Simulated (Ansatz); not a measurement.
# A computed series for BeTe: pressure series

The reference is BeTe in the zinc blende structure (space group F-43m, No. 216; a = 5.6635 Å).

Cell and atoms are relaxed at each pressure.

All numbers come from Ansatz (an electronic-structure program), PBE, PAW, cutoff 420 eV, spin-orbit coupling left out.

```
pressure (GPa)  volume per atom (Å³/atom)
--------------  -------------------------
-2                                 23.600
-1                                 23.136
0                                  22.707
0.9                                22.366
2.1                                21.942
9                                  20.055
15                                 18.889
22.5                                    ?
30                                 16.896
```

**Question.** Fit the third-order Birch–Murnaghan form P(V) = (3B₀/2)[(V₀/V)^(7/3) − (V₀/V)^(5/3)]·[1 + (3/4)(B₀′ − 4)((V₀/V)^(2/3) − 1)] (squares taken in P) to the rows shown and predict the withheld row.

**Answer.** Least squares on the printed values gives V₀ = 22.714 Å³/atom, B₀ = 56.5 GPa, B₀′ = 3.9; this predicts 17.774 Å³/atom, and the run gives 17.774 Å³/atom, in agreement.

Measured bulk modulus of BeTe: 67 GPa (room temperature; as listed in Elmahjoubi et al., arXiv (2023)); the computed value is for a static lattice, so the two differ by thermal effects too.

Load acts through the strain it causes; cell and atoms are relaxed under it. Whether these cells are dynamically stable was not tested. Competing high-pressure phases were not computed.
